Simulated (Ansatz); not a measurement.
Take NiSi (space group Pnma, No. 62; a = 5.190 Å, b = 3.350 Å, c = 5.624 Å; non-magnetic) as the base.

The values are results of Kohn–Sham DFT with the PBE functional, run in Ansatz (a program for electronic structure) with PAW and 420 eV plane waves, scalar-relativistic without spin-orbit coupling, earlier PAW set, not measurements.

For the base:

The volume per atom is 12.22 Å³.

Perturbation: cell and atoms relaxed at a pressure of 9 GPa.

Question: What happens to the volume per atom?

Answer: The volume per atom decreases by 0.58 Å³ to 11.64 Å³.

Load acts through the strain it causes; cell and atoms are relaxed under it. Stability against distortions was not tested. Competing high-pressure phases were not computed. Seeded moments were not kept for the base. All final runs are without spin polarisation.
